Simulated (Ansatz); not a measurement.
Au on the 1x1 (110) surface of bcc Ta, one in a 2x2 cell, energies for each (31.2 Å²). Energies are against an atom of fcc Au, without zero-point or thermal terms; each row is named by its start.

Level of theory: PBE (plane waves to 420 eV, PAW; Ansatz, a first-principles code).

Question: Which site binds most strongly?
(A) bridge Ta-Ta (span 2.9 Å)
(B) bridge Ta-Ta (span 3.3 Å)
(C) top Ta

Answer: B, bridge Ta-Ta (span 3.3 Å). Adsorption energies: bridge Ta-Ta (span 3.3 Å) -1.07 eV; bridge Ta-Ta (span 2.9 Å) -0.63 eV; top Ta 0.09 eV.
